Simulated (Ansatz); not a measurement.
A self-consistent single point of VW (Cmm2, 2 atoms in the cell) with Ansatz (a program for electronic structure).

Computed with PBEsol, default PAW files made with PBE (plane waves; Ansatz).

The change in words: lattice scaled by 0.98; kpoints.mp_grid.grid: 13 13 8 → 10 10 6; scf.occupations.width: 0.1 eV → 0.05 eV. Reference geometry:
```xyz
2
Lattice="1.5528 -2.2305 0.0000 1.5528 2.2305 0.0000 0.0000 0.0000 4.2928" Properties=species:S:1:pos:R:3 pbc="T T T"
V      0.0000     0.0000     0.0500
W      1.5528     0.0000     2.1464
```

Reference input (self-consistent single point, DFT, PBEsol, plane waves, default PAW files made with PBE): basis.ecutwfc = 420 eV; kpoints.mp_grid.grid = 13 13 8; hamiltonian.xc = pbesol; hamiltonian.pseudopotentials = {kind: paw} (the program's default PAW files); scf.occupations.method = gaussian; scf.occupations.width = 0.1 eV. This run's input differs from it in these lines:

Ansatz 0.2 input:
```diff
@@ -2,8 +2,8 @@
   lattice:
-    - [1.552770, -2.230517, 0.000000]
-    - [1.552770, 2.230517, 0.000000]
-    - [0.000000, 0.000000, 4.292757]
+    - [1.521715, -2.185907, 0.000000]
+    - [1.521715, 2.185907, 0.000000]
+    - [0.000000, 0.000000, 4.206902]
   atoms:
-    - { symbol: V, position_ang: [0.000000, 0.000000, 0.050002] }
-    - { symbol: W, position_ang: [1.552770, 0.000000, 2.146378] }
+    - { symbol: V, position_ang: [0.000000, 0.000000, 0.049002] }
+    - { symbol: W, position_ang: [1.521715, 0.000000, 2.103451] }
 basis:
@@ -12,3 +12,3 @@
   mp_grid:
-    grid: [13, 13, 8]
+    grid: [10, 10, 6]
 hamiltonian:
@@ -20,3 +20,3 @@
     method: gaussian
-    width: 0.1
+    width: 0.05
 output:
```

Output (repeated stretches shortened):

```
SCF iter   1: F=—  HF=-13141.973159 eV  |F-HF|=—  |Δ(HF+E_count)|=         —  Δρ=1.18e-2  dr2=6.25e-2  ethr=1.77e-3  ⟨swp⟩=5.1  Hψ=9089  notcnv=0
all-band conjugate gradients solve this SCF's bands
preconditioner: auto → none
SCF iter   2: F=—  HF=-13141.971771 eV  |F-HF|=—  |Δ(HF+E_count)|=   1.39e-3  Δρ=8.84e-3  dr2=4.01e-2  ethr=2.31e-4  ⟨swp⟩=1.9  Hψ=3480  notcnv=0  defer=8
   [... lines left out ...]
SCF iter   4: F=—  HF=-13141.968174 eV  |F-HF|=—  |Δ(HF+E_count)|=   2.08e-4  Δρ=4.63e-4  dr2=6.51e-5  ethr=2.36e-6  ⟨swp⟩=2.0  Hψ=3678  notcnv=0  defer=8
SCF iter   5: F=—  HF=-13141.968144 eV  |F-HF|=—  |Δ(HF+E_count)|=   2.96e-5  Δρ=1.57e-4  dr2=8.61e-6  ethr=2.41e-7  ⟨swp⟩=2.0  Hψ=2869  notcnv=0  defer=20
SCF iter   6: F=—  HF=-13141.968143 eV  |F-HF|=—  |Δ(HF+E_count)|=   1.85e-6  Δρ=4.49e-5  dr2=9.43e-7  ethr=3.19e-8  ⟨swp⟩=2.0  Hψ=3021  notcnv=0  defer=22
SCF iter   7: F=-13141.968142 eV  HF=-13141.968142 eV  |F-HF|=8.09e-9  |Δ(HF+E_count)|=   2.04e-7  Δρ=1.10e-5  dr2=1.86e-8  ethr=3.70e-10  ⟨swp⟩=4.1  Hψ=8849  notcnv=0
SCF 1 converged in 7 iterations: F = -13141.968142 eV  dr2 = 1.86e-8
Free energy (F): -13141.968142 eV
Internal energy: -13141.965226 eV  (E = F + TS)
E sigma→0 (E₀):  -13141.966684 eV
Entropy (-TS):   -0.002917 eV (-1.458 meV/atom)
Fermi energy:    20.366478 eV
--- Forces (eV/Å), atoms counted from 1 ---
  atom   1  V      0.00000000     0.00000000    -0.59200006
  atom   2  W      0.00000000     0.00000000     0.59196270
--- Stress (GPa, compression-positive) ---
        7.674917       0.000000       0.000000
        0.000000       6.446674       0.000000
        0.000000       0.000000       6.259203
  P = ⅓ Tr σ = 6.7936 GPa (67.936 kbar)
  The stress holds the Pulay correction. Without it, at fixed plane waves, as pw.x and ABINIT print it: P = 6.7227 GPa
```

The run converged in 7 iterations. Against the reference run the free energy falls by 7.0 meV/atom, the pressure goes from -8.43 to 6.79 GPa and the largest force goes from 0.490 to 0.592 eV/Å.

The starting cell comes from a database of computed structures (which also holds hypothetical and non-ambient phases and stackings), without a prior relaxation at this level. Its lattice was rescaled by up to half a per cent. One atom was moved a little off its site on purpose. For this run, on top of that: lattice scaled by 0.98. Spin polarisation is off. With a pressure of about 7 GPa the cell is away from its equilibrium volume at this level. Ansatz's pressure includes its estimate of the finite-basis (Pulay) stress.
